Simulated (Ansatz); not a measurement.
# Zinc-blende BaS (model structure): lattice constant a by level of theory

No measured value is used here.

Task: Put these levels in order of the lattice constant a that they give for zinc-blende BaS (model structure), smallest first: LDA (Ansatz, a quantum-chemistry and plane-wave program), PBE-D3(BJ) (Ansatz), PBEsol (Ansatz), rVV10 (Ansatz).

Result: LDA (6.867 Å), PBEsol (6.937 Å), PBE-D3(BJ) (6.969 Å), rVV10 (7.026 Å)

Ansatz's density-functional and Hartree–Fock values are scalar-relativistic unless marked +SOC, with PAW data made under PBE.

A model structure was made by putting elements into a prototype or built by hand; it is no filed structure, need not be a known phase, and can be a saddle point held by its symmetry.
